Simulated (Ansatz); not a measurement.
# ZnO: response to strain

Start from ZnO in the wurtzite structure (space group P6_3mc, No. 186; a = 3.280 Å, c = 5.293 Å).

Strains are applied to the cell and any free atomic positions relax.

The values are results of plane-wave PAW DFT at the PBE level (Ansatz, a program for electronic structure, 420 eV), no SOC, not measurements.

Notes on the quantities. pressure: mean of the normal stresses, compression positive.

```json
[
 {"isotropic strain (%)": "-1.02", "pressure (GPa)": "4.2"},
 {"isotropic strain (%)": "-0.28", "pressure (GPa)": "?"},
 {"isotropic strain (%)": "0", "pressure (GPa)": "0.0"},
 {"isotropic strain (%)": "1.2", "pressure (GPa)": "-4.3"}
]
```

**Question.** Fit P = P₀ − Bδ with δ = (1 + ε)³ − 1 to the rows shown and predict the withheld row.

**Answer.** Least squares on the printed values gives P₀ = 0.2 GPa, B = 127 GPa (a mean over the range) (at held cell shape) (largest residual 0.2 GPa); this predicts 1.3 GPa, and the run gives 1.1 GPa, 0.2 lower.

Whether these cells are dynamically stable was not tested.
